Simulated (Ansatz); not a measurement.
The starting structures come from a database of crystals and need not be the phases stable at ambient conditions.

 Where the default PAW files enter, the runs use the earlier of Ansatz's two default sets.

Evanescent states of Mg(AlH4)2 (P-3m1, not sure to be the ambient phase, 11 atoms a cell, 12.1 Å³ an atom) along the normal of (100)

Computed with PBEsol (plane waves, PAW; Ansatz, an electronic-structure program).

No gap correction and no spin-orbit coupling; mid-gap values are interpolated between computed energies.

Energies count from the valence-band top; κ is the least over a 6×6 mesh across the current.

| E (eV) | κ (1/Å) | where |
|---|---|---|
| 0.10 | 0.138 | off Γ |
| 0.30 | 0.212 | off Γ |
| 0.50 | 0.261 | off Γ |
| 0.70 | 0.290 | off Γ |
| 0.90 | 0.311 | off Γ |
| 1.10 | 0.328 | off Γ |
| 1.30 | 0.342 | off Γ |
| 1.50 | 0.353 | off Γ |
| 1.70 | 0.362 | off Γ |
| 1.90 | 0.369 | off Γ |
| 2.10 | 0.365 | off Γ |
| 2.30 | 0.354 | off Γ |
| 2.50 | 0.342 | off Γ |
| 2.70 | 0.328 | off Γ |
| 2.90 | 0.314 | off Γ |
| 3.10 | 0.297 | off Γ |
| 3.30 | 0.279 | off Γ |
| 3.50 | 0.257 | off Γ |
| 3.70 | 0.231 | off Γ |
| 3.90 | 0.198 | off Γ |
| 4.10 | 0.153 | off Γ |
| 4.30 | 0.057 | off Γ |

### Question
How thick must the barrier be to attenuate the transmission by 10^8 when the electrodes' Fermi level lies at 1.50 eV, and what attenuation does that film give at 1.30 eV?

### Answer
d = 8 ln 10 / (2 × 0.353) = 26.1 Å. At 1.30 eV it gives 8 × 0.342/0.353 = 7.8 decades.
